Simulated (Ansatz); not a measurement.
## Phonon-limited transport in RhZn (Pm-3m)

Consider the following.

```
RhZn
1.0
    2.97276     0.00000     0.00000
    0.00000     2.97276     0.00000
    0.00000     0.00000     2.97276
Zn Rh
1 1
Direct
  0.50000   0.50000   0.50000
  0.00000   0.00000   0.00000
```

Method: PBEsol, DFPT electron-phonon coupling, linearised Boltzmann equation (plane waves, PAW, scalar-relativistic; Ansatz, a first-principles code). How the cell was made: relaxed with this functional, without spin-orbit coupling.

```json
{
  "resistivity at 300 K": "5.2 μΩ·cm",
  "electron mean free path at 300 K (weighted by the current that each state carries)": "16.1 nm",
  "electron-phonon coupling λ": "0.197",
  "transport coupling λ_tr": "0.21",
  "logarithmic_mean_phonon_energy": "13.9 meV",
  "density of states at the Fermi level": "0.47 states/(eV·spin·cell)",
  "drude_plasma_energy": "7.1 eV",
  "Hall coefficient at 300 K": "16.5 ×10⁻¹¹ m³/C"
}
```

A metal at this level (no band gap). Only scattering by harmonic phonons is included (no impurities, grain boundaries, electron-electron scattering or thermal expansion). Spin-orbit coupling is left out. The self-energy correction of the phonons between q points moved λ by 3 %. The run warned that the eigensolver left some states short of its tolerance. Halving the electron mesh (28x28x28) moves the resistivity by up to 3 % at 300 K, the mean free path by up to 1 %, the coupling by up to 4 %. Smearing 0.20 eV; phonons on a 5x5x5 q mesh, which this run doesn't test and which matters most at low temperature.

Computed structure, not matched to a measured one here, so possibly hypothetical: RhZn (Pm-3m).
